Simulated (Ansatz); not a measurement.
The reference is Sr4P2O (space group I4/mmm, No. 139; a = 4.760 Å, c = 15.818 Å; a cell from a computed database, its experimental status unchecked). Axes: x, y, z lie along a, b, c of the conventional cell.

One thing is altered: compressive biaxial strain of 2.08 % in the plane normal to [001], as in epitaxy on a mismatched substrate; the out-of-plane cell vector and the atoms relax.

Levels (all Ansatz, a first-principles code, PAW): PBEsol (420 eV, scalar-relativistic without spin-orbit coupling); r2SCAN (500 eV, spin-orbit coupling left out); HSE06 (420 eV, no spin-orbit coupling).

One geometry, relaxed with PBEsol, under each level:

| level | band gap | lowest conduction level above the VBM at special points | pressure |
|---|---|---|---|
| PBEsol | 1.12 eV | M 1.12 eV; Γ 1.58 eV; X 1.86 eV; R 1.88 eV | 1.96 GPa |
| r2SCAN | 1.55 eV | M 1.55 eV; Γ 2.01 eV; X 2.32 eV; R 2.34 eV | 3.91 GPa |
| HSE06 | (withheld) | (withheld) | – |

Question: Give the withheld HSE06 results.

Answer: 
- HSE06, band gap: 1.89 eV
- HSE06, lowest conduction level above the VBM at special points: M 1.89 eV; Γ 2.37 eV; X 2.71 eV

Single points use the geometry relaxed with PBEsol. Their cutoffs differ, which shifts pressures a little. The hybrid gap comes from the SCF mesh plus the semilocal run's edge points and a few special points and is an upper bound. Whether these cells are dynamically stable was not tested.
